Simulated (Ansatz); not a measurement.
Input and output of a self-consistent single point for a (001) slab of HfCd (cut from a parent of space group no. 129; 4 atoms in the cell) (Ansatz, a first-principles code).

Method: PBEsol, default PAW files made with PBE (plane waves; Ansatz).

The change in words: vacuum of 8 angstrom (first run: 14 Å). Reference geometry:
```
CELL_PARAMETERS angstrom
      3.03202     0.00000     0.00000
      0.00000     3.03202     0.00000
      0.00000     0.00000    20.95851
ATOMIC_POSITIONS crystal
  Hf 0.00000 0.50000 0.66601
  Hf 0.50000 0.00000 0.33399
  Cd 0.00000 0.50000 0.44670
  Cd 0.50000 0.00000 0.55330
```

Reference input (self-consistent single point, DFT, PBEsol, plane waves, default PAW files made with PBE): basis.ecutwfc = 420 eV; kpoints.mp_grid.grid = 10 10 1; hamiltonian.xc = pbesol; hamiltonian.pseudopotentials = {kind: paw} (the program's default PAW files); scf.occupations.method = fermi_dirac; scf.occupations.width = 0.1 eV. This run's input differs from it in these lines:

Ansatz 0.2 input:
```diff
@@ -4,8 +4,8 @@
     - [0.000000, 3.032024, 0.000000]
-    - [0.000000, 0.000000, 20.958513]
+    - [0.000000, 0.000000, 14.958520]
   atoms:
-    - { symbol: Hf, position: [0.000000, 0.500000, 0.666007] }
-    - { symbol: Hf, position: [0.500000, 0.000000, 0.333993] }
-    - { symbol: Cd, position: [0.000000, 0.500000, 0.446702] }
-    - { symbol: Cd, position: [0.500000, 0.000000, 0.553298] }
+    - { symbol: Hf, position: [0.000000, 0.500000, 0.732594] }
+    - { symbol: Hf, position: [0.500000, 0.000000, 0.267406] }
+    - { symbol: Cd, position: [0.000000, 0.500000, 0.425324] }
+    - { symbol: Cd, position: [0.500000, 0.000000, 0.574676] }
 basis:
```

The program printed (abridged):

```
SCF iter   1: F=—  HF=-47561.409628 eV  |F-HF|=—  |Δ(HF+E_count)|=         —  Δρ=5.28e-3  dr2=5.38e-2  ethr=1.77e-3  ⟨swp⟩=6.1  Hψ=3887  notcnv=0  defer=6
all-band conjugate gradients solve this SCF's bands
preconditioner: auto → LDOS
SCF iter   2: F=—  HF=-47561.407575 eV  |F-HF|=—  |Δ(HF+E_count)|=   2.05e-3  Δρ=5.51e-3  dr2=3.43e-2  ethr=5.85e-5  ⟨swp⟩=2.2  Hψ=2527  notcnv=0  defer=20
   [... lines left out ...]
SCF iter   5: F=—  HF=-47561.397235 eV  |F-HF|=—  |Δ(HF+E_count)|=   5.07e-5  Δρ=1.20e-4  dr2=1.35e-5  ethr=1.05e-7  ⟨swp⟩=2.0  Hψ=1925  notcnv=0  defer=20
SCF iter   6: F=—  HF=-47561.397239 eV  |F-HF|=—  |Δ(HF+E_count)|=   4.14e-6  Δρ=4.48e-5  dr2=1.97e-6  ethr=1.47e-8  ⟨swp⟩=2.0  Hψ=1983  notcnv=0  defer=20
SCF iter   7: F=—  HF=-47561.397239 eV  |F-HF|=—  |Δ(HF+E_count)|=   2.13e-8  Δρ=1.60e-5  dr2=3.65e-7  ethr=2.14e-9  ⟨swp⟩=2.0  Hψ=1969  notcnv=0  defer=20
SCF iter   8: F=-47561.397239 eV  HF=-47561.397239 eV  |F-HF|=2.71e-8  |Δ(HF+E_count)|=   1.14e-7  Δρ=6.19e-6  dr2=5.13e-8  ethr=1.09e-10  ⟨swp⟩=8.5  Hψ=4909  notcnv=0
SCF 1 converged in 8 iterations: F = -47561.397239 eV  dr2 = 5.13e-8
Free energy (F): -47561.397239 eV
Internal energy: -47561.236019 eV  (E = F + TS)
E sigma→0 (E₀):  -47561.316629 eV
Entropy (-TS):   -0.161219 eV (-40.305 meV/atom)
Fermi energy:    9.562718 eV
--- Forces (eV/Å), atoms counted from 1 ---
  atom   1  Hf     0.00000000     0.00000000    -0.54779836
  atom   2  Hf     0.00000000     0.00000000     0.54779836
  atom   3  Cd     0.00000000     0.00000000    -0.45929704
  atom   4  Cd     0.00000000     0.00000000     0.45929704
--- Stress (GPa, compression-positive) ---
       -5.799741      -0.000000       0.000000
       -0.000000      -5.799741       0.000000
        0.000000       0.000000      -3.464630
  P = ⅓ Tr σ = -5.0214 GPa (-50.214 kbar)
  The stress holds the Pulay correction. Without it, at fixed plane waves, as pw.x and ABINIT print it: P = -5.0451 GPa
```

The run converged in 8 iterations. Against the reference run the free energy drops by 2.6 meV/atom and the largest force moves little (0.555 to 0.548 eV/Å).

The starting cell comes from a database of computed structures (which also holds hypothetical and non-ambient phases and stackings), without a prior relaxation at this level. The slab is cut from that crystal, and its faces are unrelaxed. Its lattice was rescaled by up to half a per cent. Spin-orbit coupling is off.
